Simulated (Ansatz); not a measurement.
Pressure series in hypothetical diamond Mn

The reference is Mn in the diamond structure (space group Fd-3m, No. 227; a = 4.952 Å; non-magnetic; a hypothetical phase, not in the database extracts checked).

Cell and atoms are relaxed at each pressure.

Levels (all Ansatz, a first-principles code, PAW): PBE (420 eV, no spin-orbit coupling); PBEsol (420 eV, without spin-orbit coupling).

The base cell above is that of PBE; each level relaxes its own structures.

| case | volume per atom, PBE | volume per atom, PBEsol |
|---|---|---|
| pressure −2 GPa | 15.39 Å³ | 14.74 Å³ |
| pressure −1 GPa | 15.28 Å³ | 14.64 Å³ |
| pressure 0.3 GPa | 15.14 Å³ | 14.52 Å³ |
| pressure 0.7 GPa | 15.10 Å³ | 14.49 Å³ |
| pressure 1.5 GPa | 15.02 Å³ | 14.42 Å³ |
| pressure 3 GPa | 14.88 Å³ | 14.29 Å³ |
| pressure 5 GPa | 14.70 Å³ | 14.13 Å³ |
| pressure 7.5 GPa | 14.48 Å³ | 13.95 Å³ |
| pressure 10 GPa | 14.28 Å³ | 13.77 Å³ |

PBE lies above PBEsol in every row, by 0.51 Å³ to 0.65 Å³. They put the cases in the same order.

Load acts through the strain it causes; cell and atoms are relaxed under it. No phonon test of stability was made. Competing high-pressure phases were not computed. Seeded moments were not kept for the base. The final runs are not spin-polarised.
